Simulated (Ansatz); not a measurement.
The starting structures come from a database of crystals and need not be the phases stable at ambient conditions.

Inside the gap of an insulator the Bloch states are evanescent, with a wavenumber k + iκ along the transport direction.

```yaml
crystal:
  lattice:
    - [5.50481, 0.00000, 0.00000]
    - [0.00000, 9.77938, 0.00000]
    - [0.00000, -3.39445, 4.65546]
  atoms:
    - { symbol: La, position: [0.51636, 0.75000, 0.31287] }
    - { symbol: La, position: [0.48364, 0.25000, 0.68713] }
    - { symbol: La, position: [0.01636, 0.25000, 0.18713] }
    - { symbol: La, position: [0.98364, 0.75000, 0.81287] }
    - { symbol: Rh, position: [0.50000, 0.50000, 0.50000] }
    - { symbol: Rh, position: [0.00000, 0.50000, 0.00000] }
    - { symbol: Rh, position: [0.00000, 0.00000, 0.50000] }
    - { symbol: Rh, position: [0.50000, 0.00000, 0.00000] }
    - { symbol: O, position: [0.19367, 0.45053, 0.65007] }
    - { symbol: O, position: [0.80633, 0.54947, 0.34993] }
    - { symbol: O, position: [0.69367, 0.54947, 0.84993] }
    - { symbol: O, position: [0.30633, 0.45053, 0.15007] }
    - { symbol: O, position: [0.30633, 0.04947, 0.74901] }
    - { symbol: O, position: [0.69367, 0.95053, 0.25099] }
    - { symbol: O, position: [0.80633, 0.95053, 0.75099] }
    - { symbol: O, position: [0.19367, 0.04947, 0.24901] }
    - { symbol: O, position: [0.59743, 0.25000, 0.27458] }
    - { symbol: O, position: [0.40257, 0.75000, 0.72542] }
    - { symbol: O, position: [0.09743, 0.75000, 0.22542] }
    - { symbol: O, position: [0.90257, 0.25000, 0.77458] }
```

Space group of this cell: Pnma. The cell is taken as given; by PBEsol its mean pressure is -4.3 GPa.

Transport runs along the normal of the first two printed cell vectors.

No gap correction and no spin-orbit coupling; mid-gap values are interpolated between computed energies.

### Question
Estimate the band gap and the smallest decay constant κ at mid-gap that Ansatz (a first-principles code) with PBEsol returns for this system.

### Answer
Gap 0.53 eV on a 6×8×8 mesh; κ = 0.231 1/Å, at the zone centre.
